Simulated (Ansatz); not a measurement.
The parent structure is ZrO$_{2}$ (space group P4_2/nmc, No. 137).

```
ZrO2
1.0
    3.58446     0.00000     0.00000
    0.00000     3.58446     0.00000
    0.00000     0.00000     5.17872
Zr O
2 4
Direct
  0.00000   0.00000   0.00000
  0.50000   0.50000   0.50000
  0.00000   0.50000   0.20116
  0.00000   0.50000   0.70116
  0.50000   0.00000   0.29884
  0.50000   0.00000   0.79884
```

All numbers come from PBEsol in Ansatz (plane waves to 420 eV, PAW, no spin-orbit coupling), earlier PAW set.

Carriers are added at fixed cell with a uniform background; the Fermi–Dirac width is that of 300 K.

One change was made to it. Results:

The Fermi level relative to the doped band's edge (positive inside the band; to 0.05 eV) amounts to +0.05 eV; the gap between the host's bands grows by 0.102 eV (4.00 eV → 4.11 eV); the gap character becomes indirect, A → Γ (base: indirect, M–Γ (56 % along) → Γ).

Problem. Which change produced these results?
(A) holes 3.0×10^21 cm⁻³
(B) electrons 3.0×10^21 cm⁻³
(C) electrons 2.0×10^22 cm⁻³
(D) electrons 2.0×10^21 cm⁻³

Solution. A, holes 3.0×10^21 cm⁻³. For comparison, the Fermi level from band edge in the other runs: electrons 2.0×10^21 cm⁻³ gives +0.40 eV; electrons 3.0×10^21 cm⁻³ gives +0.45 eV; electrons 2.0×10^22 cm⁻³ gives +0.65 eV.

Charged cell with a jellium background: band edges are those of the host's band count, energies are not comparable with the neutral cell, and many-body gap narrowing is missing. Whether these cells are dynamically stable was not tested. This is not the structure that ZrO2 has at room temperature and ambient pressure. k-point labels follow each cell's own Brillouin zone.

Ansatz is a first-principles code.
